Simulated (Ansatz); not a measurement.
Start from SrO in the rock salt structure (space group Fm-3m, No. 225).

```
CELL_PARAMETERS angstrom
      0.00000     2.58012     2.58012
      2.58012     0.00000     2.58012
      2.58012     2.58012     0.00000
ATOMIC_POSITIONS crystal
  O  0.00000 0.00000 0.00000
  Sr 0.50000 0.50000 0.50000
```

Cartesian axes are those of the cell as printed.

Level of theory: DFT with r2SCAN, PAW potentials and a 500 eV plane-wave cutoff in Ansatz (an electronic-structure program), no spin-orbit coupling, earlier PAW set.

Free-standing slabs (2 atom(s) a layer) normal to the z axis with 15 Å of vacuum; in-plane cell held at bulk.

One change was made to it. Results:

| quantity | base | after |
|---|---|---|
| band gap | 3.80 eV | 2.61 eV |
| gap character | – | direct at Γ |
| excess energy per area of both faces (slab less bulk energy over the cell's area: twice a surface energy) | – | 1.19 J/m² |

### Question
Name the change that was made.
A) 7 layers
B) 5 layers
C) 2 layers
D) 6 layers

### Answer
C, 2 layers. For comparison, the band gap in the other runs: 7 layers gives 2.97 eV; 6 layers gives 2.96 eV; 5 layers gives 2.95 eV.

Slab and bulk use different k-meshes, which limits the precision of the excess energy. No phonon test of stability was made. Labels are those of the standard path for the cell's own space group.
